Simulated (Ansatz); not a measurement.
Worked example: zone-centre phonon calculation of TaNbAl₆ (P4/mmm, 8 atoms in the cell) in Ansatz (a first-principles code).

Level of theory: LDA (PW92), PAW files made with PBE (plane waves; Ansatz).

```
TaNbAl6
1.0
    3.91003     0.00000     0.00000
    0.00000     3.91003     0.00000
    0.00000     0.00000     8.70543
Ta Al Nb
1 6 1
Direct
  0.50000   0.50000   0.50000
  0.50000   0.50000   0.00000
  0.00000   0.00000   0.50000
  0.00000   0.50000   0.25110
  0.00000   0.50000   0.74890
  0.50000   0.00000   0.25110
  0.50000   0.00000   0.74890
  0.00000   0.00000   0.00000
```

Reference input (self-consistent single point, DFT, PBEsol, plane waves, PAW files made with PBE): kpoints.mp_grid.grid = 7 7 3; hamiltonian.xc = pbesol; hamiltonian.pseudopotentials = {kind: paw} (the program's default PAW files); scf.occupations.method = fermi_dirac; scf.occupations.width = 0.05 eV. This run's input differs from it in these lines:

Ansatz 0.2 input:
```diff
@@ -19,3 +19,3 @@
 hamiltonian:
-  xc: pbesol
+  xc: lda
   pseudopotentials:
@@ -27,6 +27,4 @@
     width: 0.05
-output:
-  forces: true
-  eigenvalues: true
-  stress: true
+phonons:
+  method: dfpt
```

Log, with long lists cut:

```
SCF iter   1: F=—  HF=-17207.708540 eV  |F-HF|=—  |Δ(HF+E_count)|=         —  Δρ=5.27e-2  dr2=1.14e1  ethr=3.10e-3  ⟨swp⟩=6.6  Hψ=4499  notcnv=0
all-band conjugate gradients solve this SCF's bands
preconditioner: auto → Kerker (q_TF=auto, 2.269 Å⁻¹)
SCF iter   2: F=—  HF=-17206.395091 eV  |F-HF|=—  |Δ(HF+E_count)|=    1.31e0  Δρ=2.82e-2  dr2=2.87e0  ethr=3.10e-3  ⟨swp⟩=3.2  Hψ=1938  notcnv=0  defer=36
   [... lines left out ...]
SCF iter   7: F=—  HF=-17205.931661 eV  |F-HF|=—  |Δ(HF+E_count)|=   9.67e-6  Δρ=1.36e-5  dr2=1.29e-6  ethr=9.21e-8  ⟨swp⟩=2.0  Hψ=1250  notcnv=0  defer=39
SCF iter   8: F=—  HF=-17205.931661 eV  |F-HF|=—  |Δ(HF+E_count)|=   4.63e-7  Δρ=2.44e-6  dr2=3.08e-8  ethr=2.93e-9  ⟨swp⟩=2.0  Hψ=1232  notcnv=0  defer=39
SCF iter   9: F=—  HF=-17205.931661 eV  |F-HF|=—  |Δ(HF+E_count)|=   5.10e-9  Δρ=4.64e-7  dr2=3.35e-10  ethr=7.00e-11  ⟨swp⟩=2.1  Hψ=1256  notcnv=0  defer=39
SCF iter  10: F=-17205.931661 eV  HF=-17205.931661 eV  |F-HF|=7.28e-12  |Δ(HF+E_count)|=  4.00e-11  Δρ=7.53e-8  dr2=8.86e-12  ethr=1.00e-12  ⟨swp⟩=10.2  Hψ=5322  notcnv=0
SCF 1 converged in 10 iterations: F = -17205.931661 eV  dr2 = 8.86e-12
DFPT response loops at Γ: preconditioner auto → Kerker (q_TF=auto, 2.269 Å⁻¹) (partly filled bands, converged f_vac=0.000) …
Free energy (F): -17205.931661 eV
Internal energy: -17205.922537 eV  (E = F + TS)
E sigma→0 (E₀):  -17205.927099 eV
Entropy (-TS):   -0.009124 eV (-1.141 meV/atom)
Fermi energy:    10.630575 eV
--- Phonons (Γ-DFPT): 11 representative perturbations + reference, on 32 of 147 k-points (Σ response iterations 33) ---
  k mesh reduced under 4 symmetry operations, with k and −k counted as one. Each operation leaves every solved displacement unchanged or reverses it
  ASR residual: 1.944e-4 → 0.000e0 eV/Å²; symmetrization residual: 8.156e-6 eV/Å²
  ASR residual per site (eV/Å²): 1.10e-4 1.98e-5 1.77e-5 1.62e-5 1.62e-5 1.62e-5 1.62e-5 1.94e-4
  Γ frequencies (cm⁻¹): 0.00 0.00 0.00 108.38 108.38 140.76 165.33 165.33 176.94 184.84 184.84 188.44 236.83 246.43 268.48 277.92 283.08 283.08 294.25 294.25 312.64 312.64 312.91 312.91
  non-analytic LO–TO correction: not included (Born effective charges unavailable; polar crystals: no LO–TO splitting at Γ)
```

The run converged in 10 iterations. 

Summary of the result:
```
Property                                                                                                                                                            Result
--------------------------------------------------------  ----------------------------------------------------------------------------------------------------------------
Free energy E − TS (on the zero of these files)                                                                                                             -17205.9317 eV
Fermi level (on the code's own zero)                                                                                                                              10.63 eV
Zone-centre frequencies (cm⁻¹; negative means imaginary)  0, 0, 0, 108, 108, 141, 165, 165, 177, 185, 185, 188, 237, 246, 268, 278, 283, 283, 294, 294, 313, 313, 313, 313
```

The starting cell comes from a database of computed structures (which also holds hypothetical and non-ambient phases and stackings), without a prior relaxation at this level. Its lattice was rescaled by a random factor within 2.5 % of one. Spin polarisation is off.

Cost on one core of a shared machine: roughly 80 s.
